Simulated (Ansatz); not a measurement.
System: interstitial Li in alpha Ga2O3 (charge state +1). Method: PBE, PAW (plane waves to 420 eV; Ansatz, an electronic-structure program).

120-site cell at the relaxed PBE lattice, the Γ point alone, smearing 0.01 eV, spin-restricted, no finite-size correction. Energies are static. The host's phase is taken as given; its stability against other phases was not computed. The charge state is imposed; whether it is stable for some Fermi level was not computed. Sites that were not tried may lie lower.

Barriers: single points on a 2×2×2 k-point mesh shifted by half a step along c at the bands' geometries.

The step: a concerted move, in which Li travels most. Atoms about the jump, Cartesian Å from the middle of the jump, before and after:

```json
[
 {"atom": "Li1", "x0": "1.26", "y0": "-0.73", "z0": "-0.12", "x1": "-1.26", "y1": "0.73", "z1": "0.12"},
 {"atom": "O2", "x0": "-0.43", "y0": "-0.84", "z0": "-1.26", "x1": "-0.47", "y1": "-0.81", "z1": "-1.31"},
 {"atom": "O3", "x0": "0.32", "y0": "0.68", "z0": "1.02", "x1": "0.32", "y1": "0.74", "z1": "1.14"},
 {"atom": "O4", "x0": "0.51", "y0": "-2.25", "z0": "1.02", "x1": "0.49", "y1": "-2.30", "z1": "1.00"},
 {"atom": "O5", "x0": "-2.02", "y0": "-0.59", "z0": "1.01", "x1": "-2.05", "y1": "-0.64", "z1": "1.14"},
 {"atom": "Ga6", "x0": "1.26", "y0": "-0.73", "z0": "2.13", "x1": "1.28", "y1": "-0.72", "z1": "1.86"},
 {"atom": "Ga7", "x0": "-1.27", "y0": "-2.20", "z0": "0.21", "x1": "-1.30", "y1": "-2.12", "z1": "0.23"},
 {"atom": "O8", "x0": "2.02", "y0": "0.79", "z0": "-1.26", "x1": "2.02", "y1": "0.87", "z1": "-1.25"},
 {"atom": "Ga9", "x0": "1.26", "y0": "-0.73", "z0": "-2.37", "x1": "1.33", "y1": "-0.76", "z1": "-2.05"},
 {"atom": "Ga10", "x0": "-1.28", "y0": "0.73", "z0": "-0.44", "x1": "-1.26", "y1": "0.73", "z1": "-2.19"},
 {"atom": "Ga11", "x0": "-1.28", "y0": "0.74", "z0": "2.45", "x1": "-1.26", "y1": "0.73", "z1": "2.49"},
 {"atom": "Ga12", "x0": "1.26", "y0": "2.20", "z0": "0.21", "x1": "1.22", "y1": "2.13", "z1": "0.23"},
 {"atom": "O13", "x0": "-0.26", "y0": "2.18", "z0": "-1.25", "x1": "-0.33", "y1": "2.19", "z1": "-1.31"},
 {"atom": "O14", "x0": "2.20", "y0": "-2.14", "z0": "-1.26", "x1": "2.27", "y1": "-2.22", "z1": "-1.25"},
 {"atom": "O15", "x0": "2.96", "y0": "-0.62", "z0": "1.02", "x1": "3.04", "y1": "-0.59", "z1": "1.02"},
 {"atom": "O16", "x0": "-0.29", "y0": "-0.70", "z0": "3.35", "x1": "-0.26", "y1": "-0.73", "z1": "3.33"},
 {"atom": "O17", "x0": "-0.50", "y0": "-3.51", "z0": "-1.25", "x1": "-0.50", "y1": "-3.51", "z1": "-1.26"},
 {"atom": "Ga18", "x0": "1.27", "y0": "-3.66", "z0": "-0.44", "x1": "1.25", "y1": "-3.66", "z1": "-0.40"},
 {"atom": "O19", "x0": "-2.02", "y0": "2.05", "z0": "1.01", "x1": "-2.06", "y1": "2.09", "z1": "1.14"}
]
```

**Question.** Where do these atoms stand at the saddle point, and how high is it?

**Answer.** 
```tsv
atom	x	y	z
Li1	0.10	-0.45	0.11
O2	-0.50	-0.80	-1.47
O3	0.43	0.79	1.25
O4	0.45	-2.18	0.92
O5	-2.00	-0.67	1.07
Ga6	1.36	-0.71	2.07
Ga7	-1.41	-2.27	0.25
O8	1.98	0.83	-1.23
Ga9	1.34	-0.74	-2.23
Ga10	-1.38	0.82	-1.84
Ga11	-1.26	0.76	2.32
Ga12	1.22	2.18	0.23
O13	-0.28	2.24	-1.30
O14	2.23	-2.19	-1.29
O15	3.04	-0.59	1.06
O16	-0.24	-0.70	3.35
O17	-0.54	-3.49	-1.25
Ga18	1.23	-3.63	-0.41
O19	-2.04	2.13	1.11
```
It lies 1.58 eV above the start and 0.86 eV above the end. The saddle point's order was not checked.
